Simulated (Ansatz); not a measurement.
Cd: response to strain

Take Cd in the hcp (Mg type) structure (space group P6_3/mmc, No. 194; a = 3.029 Å, c = 5.759 Å; relaxed with 0.1 eV smearing) as the base. Axes: x lies along a and z along c of the hexagonal cell.

Strains are applied to the cell and any free atomic positions relax; under biaxial strain the out-of-plane vector relaxes too.

Computed with PBE, PAW, 420 eV (Ansatz, an electronic-structure program; spin-orbit coupling left out).

Candidates:
(a) biaxial strain −3.00 %, plane normal [001], relaxed out of plane
(b) biaxial strain +2.00 %, plane normal [001], relaxed out of plane
(c) biaxial strain −1.00 %, plane normal [001], relaxed out of plane
(d) biaxial strain +2.50 %, plane normal [001], relaxed out of plane

### Question
Order them by out-of-plane strain, lowest first.

### Answer
(d) biaxial strain +2.50 %, plane normal [001], relaxed out of plane (-4.38 %), (b) biaxial strain +2.00 %, plane normal [001], relaxed out of plane (-3.42 %), (c) biaxial strain −1.00 %, plane normal [001], relaxed out of plane (+1.49 %), (a) biaxial strain −3.00 %, plane normal [001], relaxed out of plane (+4.82 %)

Stability against distortions was not tested.
